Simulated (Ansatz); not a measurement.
SrCuO₂ (Cmcm, No. 63), treated with LDA (Ansatz, a program for electronic structure, PAW).

Settings: plane-wave cutoff 520 eV, 16×16×14 k mesh (along the axes of the cell as run), Fermi–Dirac smearing 0.05 eV, no spin polarisation, scalar-relativistic PAW data made under PBE.

Shape and atoms are relaxed at each volume.

Pressure at four volumes; x = ln(V/13.477 Å³). One pressure is withheld.

| V (Å³/atom) | x | P (GPa) |
|---|---|---|
| 12.938 | -0.0408 | 4.38 |
| 13.477 | 0.0000 | -0.01 |
| 13.747 | 0.0198 | -1.87 |
| 14.016 | 0.0392 | ? |

**Question.** Pass a parabola P(x) through the three rows shown, estimate the bulk modulus and its pressure derivative near zero pressure, and predict the withheld pressure.

**Answer.** Slopes between the rows: (-0.01 − (4.38))/(0.0000 − (-0.0408)) = -107.60 and (-1.87 − (-0.01))/(0.0198 − (0.0000)) = -93.94 GPa. Their difference over the span 0.0606 is c = 13.66/0.0606 = 225.4 GPa, so P(x) = 4.38 + (-107.60)(x − (-0.0408)) + 225.4 (x − (-0.0408))(x − (0.0000)). At the middle row B = −dP/dx = −[-107.60 + 225.4 × 0.0408] = 98.4 GPa, and B′ = dB/dP = 2c/B = 4.6. At x = 0.0392 the parabola gives -3.52 GPa; the run gives -3.56 GPa. The Birch–Murnaghan fit to the energies at all volumes has B0 = 98.4 GPa and B′ = 4.2.

Note: the run has no spin polarisation, so it can have missed a magnetic state; the magnetic order was assumed, not searched for or taken from measurement; the volume lies 6 % below that of the published cell; functionals without U or exact exchange can leave correlated insulators metallic, so the missing gap need not be real.
